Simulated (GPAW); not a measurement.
# Input and output of a self-consistent single point for MgH2 (P4_2/mnm, 6 atoms in the cell) (GPAW)

Method: PBE, GPAW PAW datasets PBE (gpaw-data 1.0.1) (plane waves; GPAW).

The input file:

```python
from ase import Atoms
from ase.units import GPa
from gpaw import GPAW, PW

atoms = Atoms(['Mg', 'Mg', 'H', 'H', 'H', 'H'],
              cell=[[4.488329, 0.000000, 0.000000],
                    [0.000000, 4.488329, 0.000000],
                    [0.000000, 0.000000, 3.000321]],
              scaled_positions=[[0.500000, 0.500000, 0.500000],
                                [0.000000, 0.000000, 0.000000],
                                [0.695570, 0.695570, 0.000000],
                                [0.304430, 0.304430, 0.000000],
                                [0.804430, 0.195570, 0.500000],
                                [0.195570, 0.804430, 0.500000]],
              pbc=True)

calc = GPAW(mode=PW(850),
            xc='PBE',
            kpts=(5, 5, 7),
            occupations={'name': 'fixed-uniform'},
            nbands=-4,
            convergence={'density': 1e-05, 'bands': -2},
            symmetry={'symmorphic': False, 'tolerance': 0.0005},
            maxiter=150,
            txt='-')

atoms.calc = calc

energy = atoms.get_potential_energy()
print('Energy (eV):', round(energy, 6))
forces = atoms.get_forces()
print('Forces (eV/Ang):')
print(forces.round(5))
stress = atoms.get_stress()
print('Stress (GPa, Voigt):', (stress / GPa).round(4))
```

The program printed (abridged):

```
Input parameters:
  convergence: {bands: -2,
                density: 1e-05}
  kpts: [5 5 7]
  maxiter: 150
  mode: {ecut: 850.0,
         name: pw}
  nbands: -4
  occupations: {name: fixed-uniform}
  symmetry: {symmorphic: False,
             tolerance: 0.0005}
  xc: PBE

species:
  Mg:
    name: Magnesium
    Z: 12.0
    valence: 10
    core: 2
    charge: 0.0
    file: Mg.PBE.gz

    # Using partial waves for Mg as LCAO basis

  H:
    name: Hydrogen
    Z: 1.0
    valence: 1
    core: 0
    charge: 0.0
    file: H.PBE.gz

    # Using partial waves for H as LCAO basis

Reference energy: -10949.250426  # eV

Spin-paired calculation

Convergence criteria:
 Maximum [total energy] change in last 3 cyles: 0.0005 eV / valence electron
 Maximum integral of absolute [dens]ity change: 1e-05 electrons / valence electron
 Maximum integral of absolute [eigenst]ate change: 4e-08 eV^2 / valence electron
 Maximum number of scf [iter]ations: 150

Symmetries present (total): 16
Symmetries with fractional translations: 8
175 k-points: 5 x 5 x 7 Monkhorst-Pack grid
24 k-points in the irreducible part of the Brillouin zone
       k-points in crystal coordinates                weights
   0:     0.00000000    0.00000000    0.00000000          1/175
   1:     0.00000000    0.00000000    0.14285714          2/175
   2:     0.00000000    0.00000000    0.28571429          2/175
   [... 7 lines left out ...]
          ...
  23:     0.40000000    0.40000000    0.42857143          8/175

Wave functions: Plane wave expansion
  Cutoff energy: 850.000 eV
  Number of coefficients (min, max): 3371, 3422
  Pulay-stress correction: 0.000000 eV/Ang^3 (de/decut=0.000000)

Occupation numbers: # Uniform distribution of occupation numbers

Eigensolver

Densities:
  Coarse grid: 32*32*24 grid
  Fine grid: 64*64*48 grid
  Total Charge: 0.000000

Density mixing:
  Method: separate
  Backend: pulay
  Linear mixing parameter: 0.05
  old densities: 5
  Damping of long wavelength oscillations: 50

Hamiltonian:
  XC and Coulomb potentials evaluated on a 64*64*48 grid
  External potential:
    NoExternalPotential

XC parameters: PBE with 2 nearest neighbor stencil

Number of atoms: 6
Number of atomic orbitals: 20
Number of bands in calculation: 16
Number of valence electrons: 24
Bands to converge: 14

Density initialized from atomic densities
  16 bands from LCAO basis set

Atomic positions and initial magnetic moments

Positions:
   0 Mg     2.244165    2.244165    1.500161    ( 0.0000,  0.0000,  0.0000)
   1 Mg     0.000000    0.000000    0.000000    ( 0.0000,  0.0000,  0.0000)
   2 H      3.121947    3.121947    0.000000    ( 0.0000,  0.0000,  0.0000)
   3 H      1.366382    1.366382    0.000000    ( 0.0000,  0.0000,  0.0000)
   4 H      3.610546    0.877783    1.500161    ( 0.0000,  0.0000,  0.0000)
   5 H      0.877783    3.610546    1.500161    ( 0.0000,  0.0000,  0.0000)

Unit cell:
           periodic     x           y           z      points  spacing
  1. axis:    yes    4.488329    0.000000    0.000000    32     0.1403
  2. axis:    yes    0.000000    4.488329    0.000000    32     0.1403
  3. axis:    yes    0.000000    0.000000    3.000321    24     0.1250

  Lengths:   4.488329   4.488329   3.000321
  Angles:   90.000000  90.000000  90.000000

Effective grid spacing dv^(1/3) = 0.1350

     iter     time        total  log10-change:
                         energy   eigst   dens
iter:   1 --:--:--   -18.974819   +0.69
iter:   2 --:--:--   -18.871141   +0.25  -0.94
iter:   3 --:--:--   -17.850077   +0.01  -0.97
iter:   4 --:--:--   -17.872032   -0.58  -1.94
iter:   5 --:--:--   -17.969651   -1.19  -2.04
iter:   6 --:--:--   -17.885021   -2.06  -1.67
iter:   7 --:--:--   -17.885568   -3.06  -2.73
iter:   8 --:--:--   -17.885645c  -3.73  -2.65
iter:   9 --:--:--   -17.885098c  -3.97  -2.64
iter:  10 --:--:--   -17.884941c  -2.20  -2.98
iter:  11 --:--:--   -17.884943c  -2.97  -3.98
iter:  12 --:--:--   -17.884943c  -5.00  -3.94
iter:  13 --:--:--   -17.884943c  -5.97  -4.01
iter:  14 --:--:--   -17.884943c  -6.72  -3.94
iter:  15 --:--:--   -17.884954c  -5.91  -3.97
iter:  16 --:--:--   -17.884943c  -6.09  -3.60
iter:  17 --:--:--   -17.884942c  -6.73  -4.18
iter:  18 --:--:--   -17.884942c  -7.69c -4.36
iter:  19 --:--:--   -17.884943c  -7.11  -4.37
iter:  20 --:--:--   -17.884943c  -7.80c -4.47
iter:  21 --:--:--   -17.884943c  -8.04c -4.61
iter:  22 --:--:--   -17.884943c  -8.14c -4.62
iter:  23 --:--:--   -17.884943c  -7.25  -4.65
iter:  24 --:--:--   -17.884943c  -8.22c -5.09c

Converged after 24 iterations.

Dipole moment: (-0.000000, -0.000000, 0.000000) |e|*Ang

Energy contributions relative to reference atoms: (reference = -10949.250426)

Kinetic:        +11.824583
Potential:      -10.750265
External:        +0.000000
XC:             -18.902071
Entropy (-ST):   +0.000000
Local:           -0.057189
SIC:             +0.000000
--------------------------
Free energy:    -17.884943
Extrapolated:   -17.884943

Showing only first 2 kpts
 Kpt  Band  Eigenvalues  Occupancy
  0    10     -1.20216    2.00000
  0    11     -0.17392    2.00000
  0    12      4.98533    0.00000
  0    13      5.35602    0.00000

  1    10     -0.99965    2.00000
  1    11     -0.18399    2.00000
  1    12      5.32487    0.00000
  1    13      5.47621    0.00000

Fermi level: 2.19914

Gap: 3.977 eV
Transition (v -> c):
  (s=0, k=4, n=11, [0.20, 0.00, 0.00]) -> (s=0, k=23, n=12, [0.40, 0.40, 0.43])
Direct/indirect transitions are different
Direct gap: 4.832 eV
Transition at: (s=0, k=4, n=11, [0.20, 0.00, 0.00])
Energy (eV): -17.884943

Forces in eV/Ang:
  0 Mg   -0.00000    0.00000    0.00000
  1 Mg    0.00000    0.00000    0.00000
  2 H     0.00340    0.00340    0.00000
  3 H    -0.00340   -0.00340    0.00000
  4 H    -0.00340    0.00340    0.00000
  5 H     0.00340   -0.00340    0.00000

Stress tensor:
    -0.004789    -0.000000     0.000000
    -0.000000    -0.004789     0.000000
     0.000000     0.000000    -0.005465
Stress (GPa, Voigt): [-0.7673 -0.7673 -0.8755  0.      0.     -0.    ]
```

The run converged in 24 iterations. GPAW prints stress with tension positive.

The starting cell comes from a database of computed structures (which also holds hypothetical and non-ambient phases and stackings), without a prior relaxation at this level. Its lattice was rescaled by a random factor within 2.5 % of one.
